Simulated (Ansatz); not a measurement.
Electronic density of states of amorphous Hf16Ti2O36, density 8.08 g/cm³, on a 2×2×2 Γ-centred mesh with a Gaussian width of 0.1 eV; energies count from the Fermi level, whose place inside the gap is arbitrary. Cell and mesh are small, so fine structure isn't converged. Method: PBE, scalar-relativistic without spin-orbit coupling (plane waves to 420 eV, PAW; Ansatz, a first-principles code). Sampling: a 2×2×2 Γ-centred mesh; Fermi-Dirac width 0.02 eV; no spin polarisation. At PBE the levels at the empty edge of the gap are localised (band-tail or defect states), and the nearest spread-out levels lie 4.2 eV apart at the zone centre.

It comes from a melt-quench run on a machine-learned potential (CHGNet), relaxed afterwards by DFT. O atoms were pushed apart under 1.9 Å during the dynamics, to hinder bonds among them. The hot cell started wider than the set density and was brought back towards it in steps. It is the lowest in DFT energy of 2 quenches. It is a model cell: composition and starting density were chosen by hand, and all elements were melted together. No dispersion term was used. Its density started from a set value of 8.35 and ended at 8.08 g/cm³. Cooling (nominally 380 K/ps over its main leg) ran many orders faster than in experiment, which tends to leave more defects and strain. One small periodic cell is one sample of the glass; other quenches scatter about these values. Volume and shape were free in the relaxation.

(E - EF (eV), states/(eV atom)): (-12.00, 8.46); (-11.90, 7.47); (-11.80, 8.09); (-11.70, 6.45); (-11.60, 2.48); (-11.50, 0.34); (-11.40, 0.01); (-11.30, 0.00); (-11.20, 0.00); (-11.10, 0.00); (-11.00, 0.00); (-10.90, 0.00); (-10.80, 0.00); (-10.70, 0.00); (-10.60, 0.00); (-10.50, 0.00); (-10.40, 0.00); (-10.30, 0.00); (-10.20, 0.00); (-10.10, 0.00); (-10.00, 0.00); (-9.90, 0.00); (-9.80, 0.00); (-9.70, 0.00); (-9.60, 0.00); (-9.50, 0.00); (-9.40, 0.00); (-9.30, 0.00); (-9.20, 0.00); (-9.10, 0.00); (-9.00, 0.00); (-8.90, 0.00); (-8.80, 0.00); (-8.70, 0.00); (-8.60, 0.00); (-8.50, 0.00); (-8.40, 0.00); (-8.30, 0.00); (-8.20, 0.00); (-8.10, 0.00); (-8.00, 0.00); (-7.90, 0.00); (-7.80, 0.00); (-7.70, 0.00); (-7.60, 0.00); (-7.50, 0.00); (-7.40, 0.00); (-7.30, 0.00); (-7.20, 0.00); (-7.10, 0.00); (-7.00, 0.00); (-6.90, 0.00); (-6.80, 0.00); (-6.70, 0.00); (-6.60, 0.04); (-6.50, 0.22); (-6.40, 0.43); (-6.30, 0.51); (-6.20, 0.65); (-6.10, 0.69); (-6.00, 0.62); (-5.90, 0.69); (-5.80, 0.75); (-5.70, 0.72); (-5.60, 0.78); (-5.50, 0.88); (-5.40, 0.90); (-5.30, 0.91); (-5.20, 0.93); (-5.10, 0.90); (-5.00, 0.94); (-4.90, 0.86); (-4.80, 0.77); (-4.70, 0.79); (-4.60, 0.83); (-4.50, 0.81); (-4.40, 0.85); (-4.30, 0.87); (-4.20, 0.87); (-4.10, 0.86); (-4.00, 0.78); (-3.90, 0.78); (-3.80, 0.88); (-3.70, 0.94); (-3.60, 0.88); (-3.50, 0.84); (-3.40, 0.88); (-3.30, 0.88); (-3.20, 0.89); (-3.10, 0.97); (-3.00, 0.99); (-2.90, 0.97); (-2.80, 0.97); (-2.70, 1.01); (-2.60, 1.02); (-2.50, 1.01); (-2.40, 1.01); (-2.30, 0.93); (-2.20, 0.95); (-2.10, 0.92); (-2.00, 0.75); (-1.90, 0.52); (-1.80, 0.43); (-1.70, 0.51); (-1.60, 0.23); (-1.50, 0.03); (-1.40, 0.00); (-1.30, 0.00); (-1.20, 0.00); (-1.10, 0.00); (-1.00, 0.00); (-0.90, 0.00); (-0.80, 0.00); (-0.70, 0.00); (-0.60, 0.00); (-0.50, 0.00); (-0.40, 0.00); (-0.30, 0.00); (-0.20, 0.00); (-0.10, 0.00); (0.00, 0.00); (0.10, 0.00); (0.20, 0.00); (0.30, 0.00); (0.40, 0.00); (0.50, 0.00); (0.60, 0.00); (0.70, 0.00); (0.80, 0.00); (0.90, 0.00); (1.00, 0.00); (1.10, 0.00); (1.20, 0.00); (1.30, 0.00); (1.40, 0.00); (1.50, 0.03); (1.60, 0.23); (1.70, 0.36); (1.80, 0.21); (1.90, 0.20); (2.00, 0.11); (2.10, 0.20); (2.20, 0.33); (2.30, 0.17); (2.40, 0.09); (2.50, 0.27); (2.60, 0.39); (2.70, 0.37); (2.80, 0.33); (2.90, 0.41); (3.00, 0.47); (3.10, 0.46); (3.20, 0.47); (3.30, 0.50); (3.40, 0.54); (3.50, 0.58); (3.60, 0.65); (3.70, 0.69); (3.80, 0.65); (3.90, 0.73); (4.00, 0.86); (4.10, 0.80); (4.20, 0.80); (4.30, 0.84); (4.40, 0.82); (4.50, 0.82); (4.60, 0.81); (4.70, 0.74); (4.80, 0.72); (4.90, 0.66)

The level gap on this mesh is 3.25 eV; the broadening fills part of it in the curve.
